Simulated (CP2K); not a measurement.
Worked example: self-consistent single point of CaC2 (Pnnm, 6 atoms in the cell) in CP2K.

Level of theory: LDA (Pade form), GPW, DZVP-MOLOPT-SR-GTH basis, GTH-PADE potentials (GTH_POTENTIALS) (CP2K).

The change in words: lattice scaled by 0.98. Reference geometry:
```
CELL_PARAMETERS angstrom
      4.40723     0.00000     0.00000
      0.00000     5.90435     0.00000
      0.00000     0.00000     3.89734
ATOMIC_POSITIONS crystal
  Ca 0.00000 0.00000 0.00000
  Ca 0.50000 0.50000 0.50000
  C  0.88666 0.56447 0.00000
  C  0.11334 0.43553 0.00000
  C  0.38666 0.93553 0.50000
  C  0.61334 0.06447 0.50000
```

Reference input (self-consistent single point, DFT LDA (Pade form), GPW, DZVP-MOLOPT-SR-GTH basis, GTH-PADE potentials (GTH_POTENTIALS)): CUTOFF = 500 Ry; REL_CUTOFF = 50 Ry; KPOINTS/SCHEME = MACDONALD 4 3 5 0.125 0 0; XC_FUNCTIONAL = PADE; Ca/BASIS_SET = DZVP-MOLOPT-SR-GTH-q10; Ca/POTENTIAL = GTH-PADE-q10; C/BASIS_SET = DZVP-MOLOPT-SR-GTH-q4; C/POTENTIAL = GTH-PADE-q4; METHOD = GPW; EPS_DEFAULT = 1e-10; NGRIDS = 5; SCF_GUESS = ATOMIC. This run's input differs from it in these lines:

```diff
@@ -59,3 +59,3 @@
     &CELL
-      ABC 4.40723000 5.90435000 3.89734000
+      ABC 4.31908500 5.78626300 3.81939300
       ALPHA_BETA_GAMMA 90.00000000 90.00000000 90.00000000
```

The program printed (abridged):

```
 SCF WAVEFUNCTION OPTIMIZATION

  Step     Update method      Time    Convergence         Total energy    Change
     1 NoMix/Diag. 0.20E+00      -     1.89848730       -96.0930468339 -9.61E+01
     2 Broy./Diag. 0.20E+00      -     0.00993781       -94.7888836779  1.30E+00
     3 Broy./Diag. 0.20E+00      -     0.04641975       -95.6081564462 -8.19E-01
     4 Broy./Diag. 0.20E+00      -     0.00228887       -96.2238706249 -6.16E-01
     5 Broy./Diag. 0.20E+00      -     0.00601602       -96.1844328170  3.94E-02
     6 Broy./Diag. 0.20E+00      -     0.00040490       -96.2102699308 -2.58E-02
   [... 8 lines left out ...]
    15 Broy./Diag. 0.20E+00      -     0.00000713       -96.2486488741  8.62E-05
    16 Broy./Diag. 0.20E+00      -     0.00000067       -96.2486054708  4.34E-05
    17 Broy./Diag. 0.20E+00      -     0.00000123       -96.2485906546  1.48E-05
    18 Broy./Diag. 0.20E+00      -     0.00000003       -96.2485838715  6.78E-06
  *** SCF run converged in    18 steps ***

  Overlap energy of the core charge distribution:               0.00003321764204
  Self energy of the core charge distribution:               -196.41998977090037
  Core Hamiltonian energy:                                     49.75555992135831
  Hartree energy:                                              67.29451826339566
  Exchange-correlation energy:                                -16.87870550294905

  Total energy:                                               -96.24858387145343

                     Mulliken Population Analysis

 #  Atom  Element  Kind  Atomic population                           Net charge
       1     Ca       1          9.710341                              0.289659
       2     Ca       1          9.710342                              0.289658
   [... lines left out ...]

 STRESS| Analytical stress tensor [bar]
 STRESS|                        x                   y                   z
 STRESS|      x        1.92770592995E+04   1.45426532093E-02  -1.10742996092E-05
 STRESS|      y        1.45426532093E-02   4.14918757062E+03  -2.34692972598E-05
 STRESS|      z       -1.10742996092E-05  -2.34692972598E-05  -2.22874074163E+04
 STRESS| 1/3 Trace                                             3.79613151246E+02
```

The run converged in 18 iterations. Against the reference run the free energy goes down by 17.6 meV/atom, the pressure goes from -5.46 to 0.04 GPa, the largest force goes from 0.273 to 1.573 eV/Å and the gap on the mesh goes from 2.667 to 2.694 eV.

The starting cell comes from a database of computed structures (which also holds hypothetical and non-ambient phases and stackings), without a prior relaxation at this level. For this run, on top of that: lattice scaled by 0.98. Values carry the incompleteness of an atom-centred basis. Forces in this geometry exceed 1 eV/Å.
